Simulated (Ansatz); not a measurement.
Consider Ge in the diamond structure (space group Fd-3m, No. 227; a = 5.6222 Å).

The values are results of LDA (Ansatz, an electronic-structure program; PAW; 420 eV plane waves; scalar-relativistic without spin-orbit coupling), not measurements.

Strains are applied to the cell and any free atomic positions relax.

One change was made to it. Results:

The gap character changes from absent to indirect, Γ → L; the pressure goes from zero to 2.3 GPa; the band gap becomes 0.20 eV (base: zero).

Task: Name the change that was made.
A) isotropic strain −3.00 %
B) isotropic strain −2.00 %
C) isotropic strain −1.00 %

Result: C, isotropic strain −1.00 %. For comparison, the band gap in the other runs: isotropic strain −2.00 % gives 0.30 eV; isotropic strain −3.00 % gives 0.32 eV.

Whether these cells are dynamically stable was not tested. The zero or small gap of Ge can change with the level of theory.
